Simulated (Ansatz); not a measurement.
Take K in the bcc (W type) structure (space group Im-3m, No. 229; a = 5.212 Å) as the base.

Structures relaxed with PBEsol (Ansatz, an electronic-structure program), no spin-orbit coupling.

Base:

Simulated powder pattern, Mo Kα, λ = 0.71073 Å (kinematic, ideal powder, no thermal factors, no anomalous dispersion; the 8 strongest lines at most, above 2 %, up to 2θ = 40°):

```
2θ (°)  I/Imax (%)    hkl
------  ----------  -----
11.07          100  (110)
15.67           20  (200)
19.23           43  (211)
22.24           13  (220)
24.90           18  (310)
29.56           20  (321)
33.63          9.8  (411)
35.50          5.4  (420)
```

Modification: a hydrostatic pressure of 75 GPa.

**Question.** How do the reflections move or split?

**Answer.** 
Simulated powder pattern, Mo Kα, λ = 0.71073 Å (kinematic, ideal powder, no thermal factors, no anomalous dispersion; the 8 strongest lines at most, above 2 %, up to 2θ = 40°):

```
2θ (°)  I/Imax (%)    hkl
------  ----------  -----
19.85          100  (110)
28.21           16  (200)
34.73           30  (211)
```

The indices refer to the base's conventional cell; one index is shown for lines that coincide.

Load acts through the strain it causes; cell and atoms are relaxed under it. Whether these cells are dynamically stable was not tested. Measured, K leaves this structure (for fcc) near 11.6 GPa (temperature not stated; as listed in Olga Degtyareva, NATO science for peace and security series. B, Physics and biophysics (2010)).
